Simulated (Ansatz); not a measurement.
CsCl-type AuZn (cubic form, which distorts at low temperature), treated with PBE in Ansatz (plane waves, PAW).

Total energies, extrapolated to zero smearing (they compare only within this program, potentials and cutoff):

| system | energy (eV/atom) |
|---|---|
| CsCl-type AuZn (cubic form, which distorts at low temperature), relaxed | -8234.3939 |
| hcp Zn | -3319.0331 |
| fcc Au | -13149.3298 |

**Question.** Work out the enthalpy of formation per atom.

**Answer.** ΔH_f ≈ ΔE = -8234.3939 − [1 × (-3319.0331) + 1 × (-13149.3298)]/2 = -0.212 eV/atom (0 K, no vibrations). The reference value is -0.235 ± 0.04 eV/atom (measured, temperature not stated, not corrected to a static lattice; as tabulated in Nepal et al. (2020), arXiv:2007.11150), a difference of +0.023 eV/atom.

Spin–orbit coupling is left out; its size isn't shown.

The PAW data were made under PBE.

Note: symmetry holds this phase in the static calculation, where it need not be a minimum.

Ansatz is a program for electronic structure.
